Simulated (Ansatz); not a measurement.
Consider W in the bcc (W type) structure (space group Im-3m, No. 229; a = 3.1839 Å; relaxed with 0.1 eV smearing).

(Cell as relaxed with PBE.)

Levels (all Ansatz, an electronic-structure program, PAW, earlier PAW set): PBE (420 eV, scalar-relativistic without spin-orbit coupling); r2SCAN (500 eV, no SOC).

Each level relaxes its own structure.

| base | PBE | r2SCAN |
|---|---|---|
| volume per atom | 16.14 Å³ | 15.92 Å³ |
| lattice parameter a | 3.184 Å | 3.169 Å |
| band gap | zero | zero |

Perturbation: an isotropic linear strain of −2.19 %, atoms relaxed at fixed cell.

```tsv
quantity	PBE	r2SCAN
energy relative to the base (free energy F)	+71 meV/atom	+73 meV/atom
pressure	23.1 GPa	24.3 GPa
band gap	zero	zero
```

PBE's energy relative to the base lies 2.8 meV/atom below r2SCAN's; PBE's pressure lies 1.2 GPa below r2SCAN's; the two agree on the band gap. Neither level is exact; r2SCAN is the comparison here, not a measurement.

No phonon test of stability was made. All final runs are without spin polarisation.
